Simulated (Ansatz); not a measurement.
The parent structure is NaCl in the zinc blende structure (space group F-43m, No. 216; a hypothetical phase, not in the database extracts checked).

```xyz
2
Lattice="0.0000 3.0883 3.0883 3.0883 0.0000 3.0883 3.0883 3.0883 0.0000" Properties=species:S:1:pos:R:3 pbc="T T T"
Cl     1.5441     1.5441     1.5441
Na     0.0000     0.0000     0.0000
```

Cartesian axes are those of the cell as printed.

All numbers come from DFT with r2SCAN, PAW potentials and a 500 eV plane-wave cutoff in Ansatz (a program for electronic structure), without spin-orbit coupling.

One thing is altered: a pure shear with ε_xy = ε_yx = 0.0328; the atoms relax in the strained cell.

Predict the stress tensor and what it implies for the stiffness.

Stress of the strained cell less that of the base (GPa, compression positive):
```
  -0.02   -0.39    0.00
  -0.39   -0.02    0.00
   0.00    0.00   -0.07
```

Then −Δσ/γ with γ = 2ε = 0.0656 gives secant stiffness values (nonlinear terms included at this strain): C66 ≈ 5.9 GPa.

Stability against distortions was not tested.
